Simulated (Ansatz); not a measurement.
```yaml
crystal:
  lattice:
    - [0.00000, 3.14325, 3.09610]
    - [3.14325, 0.00000, 3.09610]
    - [3.14325, 3.14325, 0.00000]
  atoms:
    - { symbol: Mg, position: [0.25000, 0.25000, 0.25000] }
    - { symbol: Mg, position: [0.75000, 0.75000, 0.75000] }
    - { symbol: Ge, position: [0.00000, 0.00000, 0.00000] }
```

No spin polarisation.

Method: LDA (Ansatz, a first-principles code, PAW, no spin-orbit coupling). Settings: 13×13×13 k-points, 0.05 eV Fermi–Dirac smearing.

### Question
Predict the pressure and band gap.

### Answer
The pressure (mean of the normal stresses, compression positive) is 0.9 GPa and the band gap is zero.

The cells carry an imposed strain or load. No phonon test of stability was made. All final runs are without spin polarisation. The cell was made from Mg2Ge in the anti-fluorite structure (space group Fm-3m, No. 225) by this change: uniaxial strain ε_zz = −1.50 %. A zero or small gap of Mg2Ge can be the functional's error rather than a property of the material.
